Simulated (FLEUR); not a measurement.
FLEUR run on Mg₂Sn (Fm-3m, 3 atoms in the cell): self-consistent single point.

Computed with PBEsol, all-electron FLAPW (FLEUR), scalar-relativistic valence.

```
CELL_PARAMETERS angstrom
      0.00000     3.32878     3.32878
      3.32878     0.00000     3.32878
      3.32878     3.32878     0.00000
ATOMIC_POSITIONS crystal
  Mg 0.25000 0.25000 0.25000
  Mg 0.75000 0.75000 0.75000
  Sn 0.00000 0.00000 0.00000
```

Reference input (self-consistent single point, DFT, PBE, all-electron FLAPW (FLEUR), scalar-relativistic valence): Kmax = 4 1/bohr; GmaxXC = 14 1/bohr; xcFunctional = pbe; jspins = 1; l_soc = F; mode = gauss; fermiSmearingEnergy = 0.00999582 Htr; mesh (inpgen div1-3) = 6 6 6; inpgen gamma flag = true; Gmax = 14 1/bohr; numbands = 0; maxIterBroyd = 15. This run's input differs from it in these lines:

```diff
@@ -15,2 +15,3 @@
 &comp jspins=1 /
+&exco xctyp='PBEs' /
 &kpt div1=6 div2=6 div3=6 gamma=t /
@@ -27,3 +28,3 @@
       <coreElectrons ctail="T" frcor="F" kcrel="0" coretail_lmax="0"/>
-      <xcFunctional name="pbe" relativisticCorrections="F"/>
+      <xcFunctional name="PBEs" relativisticCorrections="F"/>
       <magnetism jspins="1"/>
```

Output, abridged:

```
 Iteration:     1   Distance:       4.25772157 me/bohr^3
 Iteration:     2   Distance:       3.98557079 me/bohr^3
 Iteration:     3   Distance:       1.40183864 me/bohr^3
 Iteration:     4   Distance:       0.80482592 me/bohr^3
 Iteration:     5   Distance:       0.68311096 me/bohr^3
   [... 5 lines left out ...]
 Iteration:    11   Distance:       0.00038144 me/bohr^3
 Iteration:    12   Distance:       0.00040207 me/bohr^3
 Iteration:    13   Distance:       0.00002079 me/bohr^3
 Iteration:    14   Distance:       0.00000275 me/bohr^3
 Run finished successfully
 Stop message:
   Structural relaxation: Done

[file out, last iteration]
             iter=     15
[...]
          total density-effective poten   -1.0844063755E+04
          total charge density-energy d   -1.9466329418E+02
 Updated energy parameters for spin:           1
[...]
 fermi energy and band-weighting factors:
    0.408675    0.408675    0.408675

[...]
FERMIE:
          first approx. to ef    (T=0)  :   0.187544 htr   (energy of the highest occ. eigenvalue)
          number of occ. states  (T=0)  :        270
          first approx. to seigv (T=0)  : -32.556090 htr
          sum of weights of occ. states :  17.000000
          sum of semicore charge        :   0.000000 e
          fermi energy=   0.18815 har   work function=  -5.11987 ev
          number of valence electrons=  34.00000
   [... lines left out ...]
          total moment                 =     0.00000
 Direct bandgap for spin            1 :    4.2502203690192863E-003  Htr
 ---->    free energy=                     -6576.2281471165 htr
   [... lines left out ...]
      extrapolation for T->0
 ---->    total electron energy=           -6576.2281471165 htr
 ***** TOTAL FORCES ON ATOMS *****
 TOTAL FORCE FOR ATOM TYPE=  1  X=  3.145   Y=  3.145   Z=  3.145
                       FX_TOT= 0.000000 FY_TOT= 0.000000 FZ_TOT= 0.000000
 TOTAL FORCE FOR ATOM TYPE=  2  X=  0.000   Y=  0.000   Z=  0.000
                       FX_TOT= 0.000000 FY_TOT= 0.000000 FZ_TOT= 0.000000
 Structural relaxation: Done
```

The run converged in 14 iterations. FLEUR gives forces in its relaxation mode, with a further iteration, so its stop message speaks of a relaxation. 

The starting cell comes from a database of computed structures (which also holds hypothetical and non-ambient phases and stackings), without a prior relaxation at this level. Its lattice was rescaled by a random factor within 2.5 % of one. Values depend on the basis (sphere radii, cutoffs, local orbitals), which need not be converged. The log's line on a gap gives a spacing of levels on this mesh, which the program prints for metals too.

Cost on one core of a shared machine: roughly 40 s.
